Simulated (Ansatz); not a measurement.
## Ti3Al with two functionals, isotropic strain −0.82 %

The reference is Ti3Al (space group P6_3/mmc, No. 194; a = 5.7553 Å, c = 4.6546 Å).

(Cell as relaxed with PBE.)

Levels (all Ansatz, a program for electronic structure, PAW, earlier PAW set): PBE (420 eV, no spin-orbit coupling); r2SCAN (500 eV, no spin-orbit coupling).

Each level relaxes its own structure.

| base | PBE | r2SCAN |
|---|---|---|
| volume per atom | 16.69 Å³ | 16.56 Å³ |
| lattice parameter a | 5.755 Å | 5.747 Å |
| band gap | zero | zero |

Modification: an isotropic linear strain of −0.82 %, atoms relaxed at fixed cell.

```tsv
quantity	PBE	r2SCAN
pressure (mean of the normal stresses, compression positive)	3.0 GPa	3.1 GPa
energy relative to the base (free energy F)	+3.7 meV/atom	+3.9 meV/atom
band gap	zero	zero
```

PBE's pressure lies 0.16 GPa below r2SCAN's; the two agree on the band gap. Neither level is exact; r2SCAN is the comparison here, not a measurement.

Stability against distortions was not tested. All final runs are without spin polarisation.
